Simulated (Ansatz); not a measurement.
Base system: Zr in the hcp (Mg type) structure (space group P6_3/mmc, No. 194; a = 3.246 Å, c = 5.151 Å).

Method: r2SCAN, PAW, 500 eV (Ansatz, a quantum-chemistry and plane-wave program; without spin-orbit coupling).

One change was made to it. Results:

The lattice parameter a drops by 0.024 Å (3.246 Å → 3.222 Å); the band gap stays zero.

Problem. What was done to the base?
A. pressure 4.5 GPa
B. pressure 2.1 GPa
C. pressure 9 GPa
D. pressure 0.9 GPa
E. pressure −2 GPa

Solution. B, pressure 2.1 GPa. For comparison, the lattice parameter a in the other runs: pressure 4.5 GPa gives 3.196 Å; pressure 9 GPa gives 3.152 Å; pressure −2 GPa gives 3.271 Å; pressure 0.9 GPa gives 3.236 Å.

Load acts through the strain it causes; cell and atoms are relaxed under it. Whether these cells are dynamically stable was not tested. All final runs are without spin polarisation. Measured, Zr leaves this structure (for the ω phase) near 3 GPa (temperature not stated; as listed in C. Cazorla, D. Alfè, M. J. Gillan, Physical Review B (2008)).
